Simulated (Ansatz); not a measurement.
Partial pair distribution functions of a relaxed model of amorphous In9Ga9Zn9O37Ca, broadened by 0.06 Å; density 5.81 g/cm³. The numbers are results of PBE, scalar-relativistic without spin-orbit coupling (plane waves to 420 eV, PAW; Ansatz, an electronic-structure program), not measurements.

It comes from a melt-quench run on a machine-learned potential (CHGNet), relaxed afterwards by DFT. O atoms were pushed apart under 1.9 Å during the dynamics, to hinder bonds among them. The hot cell started wider than the set density and was brought back towards it in steps. It is the lowest in DFT energy of 2 quenches. It is a model cell: composition and starting density were chosen by hand, and all elements were melted together. No dispersion term was used. Its density started from a set value of 5.81 and ended at 5.81 g/cm³. The quench (nominally 320 K/ps over its main leg) was far faster than any real one, so the model tends to hold more defects than a real film. A cell of this size samples the disorder only roughly. The volume was held where the preparation left it and the shape relaxed, at a PBE pressure of 5.7 GPa. Stress components on the final sampling reach 5.7 GPa.

| r (Å) | g In-O | g Zn-O | g In-In | g Ga-Ga |
|---|---|---|---|---|
| 1.65 | 0.00 | 0.00 | 0.00 | 0.00 |
| 1.75 | 0.00 | 0.30 | 0.00 | 0.00 |
| 1.85 | 0.03 | 2.88 | 0.00 | 0.00 |
| 1.95 | 0.79 | 5.83 | 0.00 | 0.00 |
| 2.05 | 5.40 | 5.39 | 0.00 | 0.00 |
| 2.15 | 7.80 | 2.62 | 0.00 | 0.00 |
| 2.25 | 4.44 | 1.24 | 0.00 | 0.00 |
| 2.35 | 1.38 | 0.14 | 0.00 | 0.00 |
| 2.45 | 0.67 | 0.00 | 0.00 | 0.00 |
| 2.55 | 0.09 | 0.00 | 0.00 | 0.00 |
| 2.65 | 0.17 | 0.01 | 0.00 | 0.00 |
| 2.75 | 0.09 | 0.12 | 0.00 | 0.06 |
| 2.85 | 0.11 | 0.27 | 0.03 | 0.92 |
| 2.95 | 0.11 | 0.47 | 0.70 | 1.60 |
| 3.05 | 0.06 | 0.63 | 1.08 | 3.41 |
| 3.15 | 0.24 | 0.87 | 2.27 | 2.37 |
| 3.25 | 0.12 | 0.66 | 3.51 | 3.26 |
| 3.35 | 0.30 | 1.13 | 0.43 | 2.68 |
| 3.45 | 0.62 | 0.76 | 0.35 | 0.57 |
| 3.55 | 0.71 | 0.71 | 1.74 | 0.86 |
| 3.65 | 0.76 | 0.78 | 2.75 | 0.20 |
| 3.75 | 0.82 | 1.01 | 1.40 | 0.00 |
| 3.85 | 1.05 | 1.04 | 2.06 | 0.19 |
| 3.95 | 1.31 | 1.33 | 4.01 | 1.29 |
| 4.05 | 1.42 | 1.40 | 2.26 | 0.55 |
| 4.15 | 1.42 | 1.24 | 1.32 | 0.01 |
| 4.25 | 1.17 | 0.89 | 0.40 | 0.00 |
| 4.35 | 1.07 | 1.05 | 0.28 | 0.00 |
| 4.45 | 1.31 | 1.54 | 0.51 | 0.19 |
| 4.55 | 1.55 | 1.78 | 0.38 | 0.52 |
| 4.65 | 1.54 | 1.52 | 0.39 | 0.44 |

Within 2.74 Å each In has 5.56 O neighbours on average.
